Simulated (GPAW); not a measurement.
Worked example: self-consistent single point of ZnAg3 (P6_3/mmc, 8 atoms in the cell) in GPAW.

Level of theory: LDA (Perdew-Wang 92), GPAW PAW datasets LDA (gpaw-data 1.0.1) (plane waves; GPAW).

The change in words: lattice scaled by 0.985; ecut: 850 eV → 510 eV. Reference geometry:
```
CELL_PARAMETERS angstrom
      5.68868     0.00000     0.00000
     -2.84434     4.92654     0.00000
      0.00000     0.00000     4.69993
ATOMIC_POSITIONS crystal
  Zn 0.33333 0.66667 0.75000
  Zn 0.66667 0.33333 0.25000
  Ag 0.16840 0.33681 0.25000
  Ag 0.83159 0.66319 0.75000
  Ag 0.83159 0.16840 0.75000
  Ag 0.16840 0.83159 0.25000
  Ag 0.66319 0.83159 0.25000
  Ag 0.33681 0.16840 0.75000
```

Reference input (self-consistent single point, DFT LDA (Perdew-Wang 92), plane waves, GPAW PAW datasets LDA (gpaw-data 1.0.1)): mode = pw; ecut = 850 eV; xc = LDA; kpts = 5 5 5; mesh shift (steps) = 0 0 0; occupations.name = fermi-dirac; occupations.width = 0.1 eV; nbands = -16; convergence.density = 1e-05 e/electron; convergence.energy = 1e-05 eV/electron; symmetry.symmorphic = false; symmetry.tolerance = 0.0005. This run's input differs from it in these lines:

```diff
@@ -5,16 +5,16 @@
 atoms = Atoms(['Zn', 'Zn', 'Ag', 'Ag', 'Ag', 'Ag', 'Ag', 'Ag'],
-              cell=[[5.688680, 0.000000, 0.000000],
-                    [-2.844340, 4.926541, 0.000000],
-                    [0.000000, 0.000000, 4.699930]],
-              positions=[[-0.000003, 3.284362, 3.524948],
-                         [2.844343, 1.642179, 1.174983],
-                         [0.000000, 1.659308, 1.174983],
-                         [2.844340, 3.267233, 3.524948],
-                         [4.251677, 0.829654, 3.524948],
-                         [-1.407337, 4.096887, 1.174983],
-                         [1.407337, 4.096887, 1.174983],
-                         [1.437003, 0.829654, 3.524948]],
+              cell=[[5.603350, 0.000000, 0.000000],
+                    [-2.801675, 4.852643, 0.000000],
+                    [0.000000, 0.000000, 4.629431]],
+              positions=[[-0.000003, 3.235097, 3.472073],
+                         [2.801678, 1.617546, 1.157358],
+                         [0.000000, 1.634419, 1.157358],
+                         [2.801675, 3.218224, 3.472073],
+                         [4.187902, 0.817209, 3.472073],
+                         [-1.386227, 4.035434, 1.157358],
+                         [1.386227, 4.035434, 1.157358],
+                         [1.415448, 0.817209, 3.472073]],
               pbc=True)
 
-calc = GPAW(mode={'name': 'pw', 'ecut': 850},
+calc = GPAW(mode={'name': 'pw', 'ecut': 510},
             xc='LDA',
```

Output (repeated stretches shortened):

```
     iter     time        total  log10-change:
                         energy   eigst   dens
iter:   1 --:--:--   -30.071020
iter:   2 --:--:--   -29.798050   -1.10  -1.49
iter:   3 --:--:--   -28.713327   -1.34  -1.51
iter:   4 --:--:--   -28.284152   -3.23  -1.90
iter:   5 --:--:--   -28.295645   -2.09  -2.06
iter:   6 --:--:--   -28.032199   -3.18  -2.08
iter:   7 --:--:--   -27.970544   -3.25  -2.44
iter:   8 --:--:--   -27.970145   -4.45  -3.13
iter:   9 --:--:--   -27.968984   -4.86  -3.19
iter:  10 --:--:--   -27.969048c  -5.29  -3.60
iter:  11 --:--:--   -27.969015c  -6.96  -4.10
iter:  12 --:--:--   -27.968972c  -5.53  -4.12
iter:  13 --:--:--   -27.968974c  -5.98  -4.12
iter:  14 --:--:--   -27.968963c  -6.10  -4.15
iter:  15 --:--:--   -27.968956c  -7.60c -4.34
iter:  16 --:--:--   -27.968957c  -6.85  -4.45
iter:  17 --:--:--   -27.968957c  -6.60  -4.59
iter:  18 --:--:--   -27.968956c  -8.42c -4.96
iter:  19 --:--:--   -27.968955c  -8.10c -5.08c
Converged after 19 iterations.

Dipole moment: (-0.000000, 0.000000, -0.000000) |e|*Ang

Energy contributions relative to reference atoms: (reference = -964362.996929)

Kinetic:        -17.905558
Potential:      +14.592947
External:        +0.000000
XC:             -25.418520
Entropy (-ST):   -0.045999
Local:           +0.785174
SIC:             +0.000000
--------------------------
Free energy:    -27.991955
Extrapolated:   -27.968955

Showing only first 2 kpts
 Kpt  Band  Eigenvalues  Occupancy
  0    61      7.61575    1.99741
  0    62      7.61576    1.99741
  0    63      8.22119    1.28813
  0    64      9.25491    0.00012

  1    61      7.51346    1.99907
  1    62      7.59653    1.99786
  1    63      8.25425    1.13049
  1    64      9.08251    0.00066

Fermi level: 8.28050

No gap
   [... lines left out ...]
  2 Ag   -0.00000   -0.01921    0.00000
  3 Ag   -0.00000    0.01921    0.00000
  4 Ag    0.01663   -0.00960   -0.00000
  5 Ag   -0.01663    0.00960    0.00000
  6 Ag    0.01663    0.00960   -0.00000
  7 Ag   -0.01663   -0.00960   -0.00000

Stress tensor:
     0.019216     0.000000     0.000000
     0.000000     0.019216     0.000000
     0.000000     0.000000     0.026994
Stress (GPa, Voigt): [3.0788 3.0788 4.325  0.     0.     0.    ]
```

The run converged in 19 iterations. GPAW prints stress with tension positive. Against the reference run the free energy falls by 23.5 meV/atom and the largest force moves little (0.018 to 0.019 eV/Å).

At such cutoffs GPAW's stress carries a finite-basis (Pulay) error, which enters relaxed cells too; its log prints stress with tension positive.

The starting cell comes from a database of computed structures (which also holds hypothetical and non-ambient phases and stackings), without a prior relaxation at this level. For this run, on top of that: lattice scaled by 0.985.

Cost on one core of a shared machine: roughly 3 min.
